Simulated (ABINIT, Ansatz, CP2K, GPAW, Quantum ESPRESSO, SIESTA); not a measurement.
## YSe (Fm-3m, 2 atoms in the cell) computed with different codes at matched settings

Self-consistent single point.

```
YSe
1.0
    0.00000     2.87839     2.87839
    2.87839     0.00000     2.87839
    2.87839     2.87839     0.00000
Y Se
1 1
Cartesian
  2.87839   2.87839   2.87839
  0.00000   0.00000   0.00000
```

Shared settings, as Ansatz (a first-principles code) writes them: kpoints.mp_grid.grid = 8 8 8; scf.occupations.method = gaussian; scf.occupations.width = 0.2 eV. Potentials and cutoffs stand in the table.

| code | model | pressure (GPa) | cutoff |
|---|---|---|---|
| Quantum ESPRESSO | LDA (PZ), GBRV 1.5 ultrasoft (LDA) pseudopotentials | -4.91 | 40 Ry |
| SIESTA | LDA PW92, numerical atomic orbitals DZP, PseudoDojo LDA standard norm-conserving potentials (rewritten from UPF to PSML) | -3.56 | grid 350 Ry |
| CP2K | LDA (Pade form), GPW, DZVP-MOLOPT-SR-GTH basis, GTH-PADE potentials (GTH_POTENTIALS) | -5.29 | grid 500 Ry |
| ABINIT | LDA (PW92), PAW (JTH v2.0 LDA PAW) | -4.94 | 20 Ha |
| GPAW | LDA (Perdew-Wang 92), GPAW PAW datasets LDA (gpaw-data 1.0.1) | -5.13 | 550 eV |
| Ansatz | LDA (PW92), PAW files made with PBE | -4.86 | default |

The spread over the programs that give each value: pressure within 1.73 GPa.

SIESTA and CP2K use small atom-centred bases, whose incompleteness enters pressures, forces and empty levels differently from a plane-wave cutoff. Ansatz's pressure is given at a fixed set of plane waves, as the other plane-wave codes print theirs. The same LDA comes in different parametrisations, which differ slightly. In the pressure, SIESTA (by 1.37) lies more than 1 GPa from the median of the plane-wave programs.

The starting cell comes from a database of computed structures (which also holds hypothetical and non-ambient phases and stackings), without a prior relaxation at this level.

Left out of this page: Elk and FLEUR (not drawn, or without a comparable value).

Keys are those of Ansatz 0.2.
